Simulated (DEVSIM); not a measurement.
Structure: GaSb n-i-p diode, at 400 K.

```
layer (left to right)  material  thickness (μm)  Nd (cm⁻³)  Na (cm⁻³)  τn (s)  τp (s)
---------------------  --------  --------------  ---------  ---------  ------  ------
1                          GaSb            2.00     1.3e17          -  3.2e-9  3.2e-9
2                          GaSb           0.330          -     3.7e13  3.2e-9  3.2e-9
3                          GaSb           0.230          -     3.1e17  3.2e-9  3.2e-9
```

Left contact: ohmic. Right contact: ohmic. Voltage is applied to the left contact. Recombination: SRH at mid-gap. Mobility is μmin + (μ − μmin)/(1 + (N/Nref)^α).

This is a model device: material constants are rounded textbook-type values typed into the input, and sizes, dopings and lifetimes were drawn at random. Values at 300 K; Nc and Nv go as T^1.5, mobilities as T to minus their exponent, the gap by Varshni's rule with the affinity fixed.

```tsv
parameter	GaSb
gap (eV)	0.726
affinity (eV)	4.06
permittivity	15.7
Nc (cm⁻³)	2.1e17
Nv (cm⁻³)	1.8e19
μn (cm²/Vs)	5000
μp (cm²/Vs)	850
μn,min	1000
μp,min	190
Nref,n	2.8e17
Nref,p	9e17
αn	1.05
αp	0.65
T exponent of μn	2
T exponent of μp	1.7
Varshni α (eV/K)	0.00042
Varshni β (K)	140
```

Simulated with DEVSIM: 1D drift-diffusion, Boltzmann statistics, complete ionisation; no tunnelling, impact ionisation, image-force lowering or self-heating.

Task: Tabulate band edges, carrier densities and field at zero bias.

Result: Energies count from the Fermi level of the right contact; mesh points crowd at the junctions.

```csv
x (μm),Ec (eV),Ev (eV),n (cm⁻³),p (cm⁻³),field (V/cm)
0.000,0.031,-0.656,1.3e17,1.5e11,≈ 0
0.02382,0.031,-0.656,1.3e17,1.5e11,≈ 0
0.07458,0.031,-0.656,1.3e17,1.5e11,≈ 0
0.1706,0.031,-0.656,1.3e17,1.5e11,≈ 0
0.4632,0.031,-0.656,1.3e17,1.5e11,≈ 0
0.9354,0.031,-0.656,1.3e17,1.5e11,≈ 0
1.483,0.031,-0.656,1.3e17,1.5e11,≈ 0
1.808,0.031,-0.656,1.3e17,1.5e11,≈ 0
1.914,0.032,-0.656,1.3e17,1.5e11,110
1.969,0.037,-0.650,1.1e17,1.8e11,3700
1.997,0.065,-0.623,4.9e16,4.0e11,19000
2.028,0.118,-0.569,1.0e16,1.9e12,14000
2.074,0.175,-0.513,2.0e15,9.6e12,11000
2.156,0.265,-0.422,1.5e14,1.3e14,11000
2.265,0.386,-0.302,4.5e12,4.4e15,12000
2.308,0.447,-0.240,7.5e11,2.6e16,18000
2.330,0.497,-0.190,1.8e11,1.1e17,31000
2.352,0.528,-0.159,7.1e10,2.7e17,4300
2.410,0.533,-0.155,6.3e10,3.1e17,13
2.482,0.533,-0.155,6.3e10,3.1e17,≈ 0
2.527,0.533,-0.155,6.3e10,3.1e17,≈ 0
2.560,0.533,-0.155,6.3e10,3.1e17,≈ 0
```
